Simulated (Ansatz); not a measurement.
The parent structure is SnSe2 in the CdI2 type structure (space group P-3m1, No. 164; a = 3.826 Å, c = 6.231 Å; layered, stacked along the Cartesian z axis). Axes: x lies along a and z along c of the hexagonal cell.

Method: DFT with r2SCAN+rVV10, PAW potentials and a 500 eV plane-wave cutoff in Ansatz (a quantum-chemistry and plane-wave program), no SOC.

It is then changed as follows: strain tensor (xx, yy, zz, yz, xz, xy) = (+0.36, −2.48, +1.02, +0.80, −0.50, −0.42) %; the atoms relax in the strained cell.

**Question.** Predict the new energy relative to the base and largest internal atomic displacement.

**Answer.** The energy goes up by 5.7 meV/atom; the largest internal atomic displacement is 0.019 Å.

Stability against distortions was not tested.
